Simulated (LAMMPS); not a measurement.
MD from the crystal across the composition of HfO2 (fluorite) with a share x of Hf sites Gd; each row has its own temperature.

Method: classical MD, Buckingham potential of Lewis and Catlow, J. Phys. C 18, 1149 (1985), first set, used with rigid ions (no shells), PPPM sums, short-range terms cut at 10 Å, modified for these runs by an r^-4 repulsive force inside the short-range force's maximum (LAMMPS).

```json
[
 {"x": "0.08", "volume": "11.824 ± 0.002 Å³/atom", "state": "crystal in place, with slow hops of O within 100 ps", "enthalpy": "-35.719 ± 0.001 eV/atom", "T (K)": "2000"},
 {"x": "0.16", "volume": "12.305 ± 0.003 Å³/atom", "state": "superionic: O diffuses in a host lattice that stays in place", "enthalpy": "-34.860 ± 0.002 eV/atom", "T (K)": "2500"},
 {"x": "0.3", "volume": "12.935 ± 0.002 Å³/atom", "state": "superionic: O diffuses in a host lattice that stays in place", "enthalpy": "-33.534 ± 0.001 eV/atom", "T (K)": "2500"}
]
```

Caution: the potential ionic pair potential lewis1985a is fitted to static crystal properties with a polarisable anion, which is rigid here.

Caution: the random arrangement on this lattice is imposed, and need not be a phase that exists in equilibrium.

Caution (rows 0.16; 0.3): a run this short can hold a crystal over, or a liquid under, the potential's own melting point, which these runs don't give.

States go by the mean squared displacement: a species diffuses where it passes 1.5 Å², still rises and gives D over 1e-6 cm²/s; a crystal has left its structure where atoms lie 0.35 Å off their sites on average or a cubic box changes its shape by 3 %, or the axial ratios of another lie 8 % off the starting cell's, which the potential's own relaxation can also do.

Errors shown are sampling errors alone.
